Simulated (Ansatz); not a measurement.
Start from TiTe2 in the CdI2 type structure (space group P-3m1, No. 164; a = 3.697 Å, c = 6.384 Å; layered, stacked along the Cartesian z axis).

Computed with PBE-D3(BJ) in Ansatz (plane waves to 420 eV, PAW, no spin-orbit coupling).

For the base:

```
Item                Value
---------------  --------
Volume per atom  25.19 Å³
```

Perturbation: hydrostatic tension (pressure −2 GPa).

Problem. Estimate the effect on the volume per atom.

Solution. The volume per atom goes up by 1.69 Å³ to 26.88 Å³.

Load acts through the strain it causes; cell and atoms are relaxed under it. Whether these cells are dynamically stable was not tested. The final runs are not spin-polarised.

Ansatz is an electronic-structure program.
